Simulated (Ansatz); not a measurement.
Formation energy of the bound charge states of Mg interstitial in zinc-blende BN (start: void with 4N nearest; 64-site cell, 2×2×2 shifted sampling) against the Fermi level, B-rich (Δμ(Mg) = -0.70 eV, bounded by MgB4 (Pnma); only phases computed here count, gases as isolated molecules at 0 K). These are PBE, PAW (plane waves to 420 eV; Ansatz, an electronic-structure program) values and carry that method's errors.

Cell and caveats: 64-site cell; 2×2×2 shifted k-points; host gap 4.46 eV; charged states image-corrected; corrections pass 1 eV, so highly charged states may be off by several tenths.

```
E_F − E_VBM (eV)  q = +2  q = +1  q = 0
----------------  ------  ------  -----
0.00               10.25   13.29  16.70
0.56               11.36   13.85  16.70
1.12               12.48   14.40  16.70
1.67               13.59   14.96  16.70
2.23               14.71   15.52  16.70
2.79               15.82   16.08  16.70
3.35               16.94   16.63  16.70
3.90               18.06   17.19  16.70
4.46               19.17   17.75  16.70
```

Crossings of the lowest lines: (+2/+1) at 3.04 eV; (+1/0) at 3.41 eV.
